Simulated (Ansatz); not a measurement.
The starting structures come from a database of crystals and need not be the phases stable at ambient conditions.

# Evanescent states of NiO2 (R-3m, not sure to be the ambient phase, 3 atoms a cell, 11.0 Å³ an atom, -6 GPa at this level) along the normal of (001)

Method: r2SCAN (plane waves, PAW; Ansatz, a first-principles code).

The gap is the functional's own, uncorrected, and κ follows it; spin-orbit coupling is left out. Mid-gap values are interpolated between the computed energies.

Energies count from the valence-band top; κ is the least over a 12×12 mesh across the current.

| E (eV) | κ (1/Å) | where |
|---|---|---|
| 0.04 | 0.303 | off Γ |
| 0.12 | 0.384 | off Γ |
| 0.20 | 0.401 | off Γ |
| 0.28 | 0.407 | off Γ |
| 0.36 | 0.411 | off Γ |
| 0.44 | 0.412 | off Γ |
| 0.52 | 0.410 | off Γ |
| 0.60 | 0.407 | off Γ |
| 0.68 | 0.401 | off Γ |
| 0.76 | 0.393 | off Γ |
| 0.84 | 0.382 | off Γ |
| 0.92 | 0.369 | off Γ |
| 1.00 | 0.353 | off Γ |
| 1.08 | 0.333 | off Γ |
| 1.16 | 0.308 | off Γ |
| 1.24 | 0.269 | off Γ |
| 1.32 | 0.208 | off Γ |

How thick must the barrier be to attenuate the transmission by 10^8 when the electrodes' Fermi level lies at 0.68 eV, and what attenuation does that film give at 0.60 eV?

d = 8 ln 10 / (2 × 0.401) = 23.0 Å. At 0.60 eV it gives 8 × 0.407/0.401 = 8.1 decades.
